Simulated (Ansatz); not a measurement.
Start from PbS in the rock salt structure (space group Fm-3m, No. 225).

Space group Fm-3m (No. 225); a = b = c = 5.9027 Å, α = β = γ = 90.00°

| atom | site | symmetry | x | y | z |
|---|---|---|---|---|---|
| Pb | 4a | m-3m | 0.0000 | 0.0000 | 0.0000 |
| S | 4b | m-3m | 0.5000 | 0.5000 | 0.5000 |
(The calculation used a cell of 2 atoms; values per cell refer to that cell.)

Level of theory: PBEsol (Ansatz, an electronic-structure program, PAW, scalar-relativistic without spin-orbit coupling).

Base values:

| Quantity | Result |
|---|---|
| Pressure | 0.00 GPa |

Modification: an isotropic linear strain of −2.00 %; the atoms relax in the strained cell.

Task: What happens to the energy relative to the base and pressure?

Result: The energy rises by 18 meV/atom; the pressure goes from zero to 4.09 GPa.

Whether these cells are dynamically stable was not tested.
